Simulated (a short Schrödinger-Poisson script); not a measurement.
Structure: symmetric double-gate stack, SiO2 on p-type Si(100), at 300 K.

| layer | material | thickness (nm) | Na (cm⁻³) |
|---|---|---|---|
| 1 | SiO2 | 3.7 | - |
| 2 | Si | 14 | 1e16 |
| 3 | SiO2 | 3.7 | - |

The device is made up for the run: typed textbook-type constants, with dimensions and the other settings drawn at random. SiO2: permittivity 3.9, conduction-band edge (eV) 3.15, gap (eV) 9, electron mass (mₑ) 0.5. Si: permittivity 11.7, conduction-band edge (eV) 0, gap (eV) 1.124, Nv at 300 K (cm⁻³) 3.1e19.

Channel valleys (confinement mass, in-plane density-of-states mass, number): Δ2 0.916, 0.19, 2; Δ4 0.19, 0.417, 4. At the gates, both at one voltage, the conduction-band edge of layer 1 lies 3.38 eV − eVg above the Fermi level of the channel. Gaps are held at their typed values at every temperature. Mesh 0.03 nm at interfaces.

Solved with a short Schrödinger-Poisson script written for these runs: 1D Poisson equation in equilibrium, electrons classical, Fermi-Dirac, parabolic valleys, classical holes, full ionisation, no traps, pinning or gate leakage.

The same stack at other levels of the model or other numerical settings:

| run | sheet density of all electrons at Vg = 2.4 V (cm⁻²) | sheet density of all electrons at Vg = 0.6 V (cm⁻²) | capacitance of both gates at Vg = 2.4 V (μF/cm²) | rough cost against the base |
|---|---|---|---|---|
| base | 2.39e13 | 4.43e12 | 1.77 | about 1 |
| electrons treated as classical, Boltzmann | 2.44e13 | 4.45e12 | 1.82 | 0.3 |
| electrons treated as quantum, Hartree | 2.22e13 | 3.96e12 | 1.68 | 7 |
| mesh six times as coarse | 2.38e13 | 4.40e12 | 1.76 | 0.4 |

The classical rows ignore confinement, and Boltzmann statistics overrate the density once the band edge passes the Fermi level.
